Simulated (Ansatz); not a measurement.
Cell of rock-salt TiN (0 0 1) on beta Ga2O3 (1 0 0) (film strained to the substrate, faces as cut), relaxed at this level with a, b, gamma of the cell held:

```xyz
64
Lattice="5.8773 0.0000 -0.0773 0.0000 3.0834 0.0002 -2.4549 0.0029 37.1831" Properties=species:S:1:pos:R:3 pbc="T T T"
Ga     4.8506     0.3847    10.1566
Ga     3.2765     1.9279     1.9508
Ga     1.8362     1.9258    11.0300
Ga     0.3205     0.3870     1.1157
O      0.6180     0.3842    11.1007
O      1.6603     1.9284     0.9683
O      3.2638     0.3849    11.1922
O      4.8629     1.9284     0.9155
O      3.3211     0.3862     2.9687
O      4.7910     1.9265     9.1101
Ga     0.3637     1.9285     4.1429
Ga     1.8878     0.3842     8.0194
Ga     3.2259     0.3872     4.9633
Ga     4.9103     1.9253     7.1479
O      2.0082     1.9289     5.0040
O      0.2494     0.3839     7.1303
O      4.6545     1.9258     5.0915
O      3.4766     0.3870     6.9711
O      1.9530     1.9262     9.0555
O      0.3295     0.3866     3.0733
Ga     2.0656     0.3872    22.3023
Ga     0.4954     1.9270    14.0961
Ga    -0.8553     1.9297    23.2138
Ga     3.5100     0.3854    13.2229
O      3.6830     0.3874    23.2844
O      4.7279     1.9271    13.1520
O      0.4801     0.3874    23.3375
O      2.0822     1.9266    13.0606
O      0.5550     0.3854    15.1425
O      2.0243     1.9289    21.2843
Ga     3.4570     1.9269    16.2334
Ga    -0.8960     0.3871    20.1864
Ga     0.4345     0.3849    17.1045
Ga     2.1187     1.9291    19.2895
O     -0.7816     1.9267    17.1995
O      3.3366     0.3875    19.2483
O      1.8684     1.9283    17.2816
O      0.6905     0.3860    19.1611
O     -0.8609     1.9288    21.2562
O      3.3931     0.3851    15.1973
N      0.6638     0.3882    27.5481
N      3.6087     0.3882    27.5093
N     -0.8323     1.9295    25.3691
N      2.1095     1.9296    25.4103
N      0.7231     0.3890    31.7607
N      3.6621     0.3890    31.7407
N     -0.7742     1.9302    29.6956
N      2.1648     1.9302    29.6754
N      0.7787     0.3894    36.0258
N      3.7205     0.3893    36.0675
N     -0.7207     1.9309    33.9269
N      2.2242     1.9309    33.8880
Ti    -0.7998     1.9298    27.5771
Ti     2.1343     1.9300    27.5543
Ti     0.6929     0.3881    25.5124
Ti     3.5251     0.3881    25.4749
Ti    -0.7476     1.9306    31.8343
Ti     2.1956     1.9307    31.7976
Ti     0.6924     0.3885    29.6386
Ti     3.6356     0.3885    29.6019
Ti    -0.6369     1.9311    35.9615
Ti     2.1951     1.9310    35.9237
Ti     0.7537     0.3891    33.8818
Ti     3.6879     0.3892    33.8590
```

All values below come from PBE (plane waves to 420 eV, PAW; Ansatz, a program for electronic structure). No spin–orbit coupling; the runs are not spin-polarised. Its k-point mesh 5×8×1, Fermi–Dirac width 0.05 eV.

Question: Give the plane-averaged electrostatic potential energy of an electron along the normal (the smooth PAW potential), about its mean over the cell.

Answer: (z (Å), V (eV)): (0.000, 7.15); (0.594, 1.10); (1.189, -3.92); (1.932, 2.08); (2.526, 3.01); (3.120, 1.25); (3.715, 4.19); (4.458, -0.02); (5.052, -3.73); (5.646, 4.40); (6.241, 8.05); (6.835, -0.83); (7.578, -1.57); (8.172, 3.41); (8.767, 2.59); (9.361, 2.10); (10.104, 3.39); (10.699, -1.86); (11.293, -2.31); (11.887, 7.19); (12.482, 6.59); (13.225, -3.63); (13.819, 0.42); (14.413, 4.27); (15.008, 1.92); (15.751, 3.75); (16.345, 2.14); (16.939, -3.29); (17.534, -0.10); (18.128, 8.21); (18.871, 0.78); (19.465, -3.80); (20.060, 1.79); (20.654, 4.03); (21.248, 1.18); (21.991, 3.86); (22.586, 0.80); (23.180, -4.01); (23.774, 1.95); (24.517, 6.12); (25.112, -7.23); (25.706, -8.89); (26.300, 2.62); (26.895, 0.44); (27.638, -11.78); (28.232, 0.38); (28.827, 3.00); (29.421, -9.39); (30.164, -3.66); (30.758, 5.00); (31.353, -4.93); (31.947, -10.95); (32.541, 1.59); (33.284, -0.65); (33.879, -11.99); (34.473, -1.91); (35.067, 3.66); (35.810, -9.68); (36.405, -6.05); (36.999, 6.50)
